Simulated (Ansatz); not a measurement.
## La2O3: pressure series

Consider La$_{2}$O$_{3}$ (space group P-3m1, No. 164; a = 3.935 Å, c = 6.126 Å).

Cell and atoms are relaxed at each pressure.

Computed with r2SCAN (Ansatz, a first-principles code), spin-orbit coupling left out.

```
pressure (GPa)  volume per atom (Å³/atom)
--------------  -------------------------
-2                                 16.728
0                                  16.433
0.9                                16.307
2.1                                16.146
4.5                                15.845
9                                  15.339
15                                      ?
22.5                               14.166
30                                 13.675
```

Q: Fit the third-order Birch–Murnaghan form P(V) = (3B₀/2)[(V₀/V)^(7/3) − (V₀/V)^(5/3)]·[1 + (3/4)(B₀′ − 4)((V₀/V)^(2/3) − 1)] (squares taken in P) to the rows shown and predict the withheld row.

A: Least squares on the printed values gives V₀ = 16.433 Å³/atom, B₀ = 114 GPa, B₀′ = 3.9; this predicts 14.767 Å³/atom, and the run gives 14.765 Å³/atom, 0.002 lower.

Load acts through the strain it causes; cell and atoms are relaxed under it. No phonon test of stability was made. Competing high-pressure phases were not computed.
